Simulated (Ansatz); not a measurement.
## How far PBE and r2SCAN part for TiB2, pressure −1 GPa

The reference is TiB2 (space group P6/mmm, No. 191; a = 3.0320 Å, c = 3.2243 Å).

(Cell as relaxed with PBE.)

Levels (all Ansatz, an electronic-structure program, PAW): PBE (420 eV, no spin-orbit coupling); r2SCAN (500 eV, no spin-orbit coupling).

Each level relaxes its own structure.

| base | PBE | r2SCAN |
|---|---|---|
| volume per atom | 8.56 Å³ | 8.51 Å³ |
| lattice parameter a | 3.032 Å | 3.025 Å |
| band gap | zero | zero |

Now apply this change: hydrostatic tension (pressure −1 GPa).

```
quantity                 PBE   r2SCAN
-------------------  -------  -------
lattice parameter a  3.035 Å  3.028 Å
c/a ratio              1.064    1.066
```

PBE's lattice parameter a lies 0.007 Å above r2SCAN's (0.2 %). Neither level is exact; r2SCAN is the comparison here, not a measurement.

Load acts through the strain it causes; cell and atoms are relaxed under it. Whether these cells are dynamically stable was not tested. All final runs are without spin polarisation.
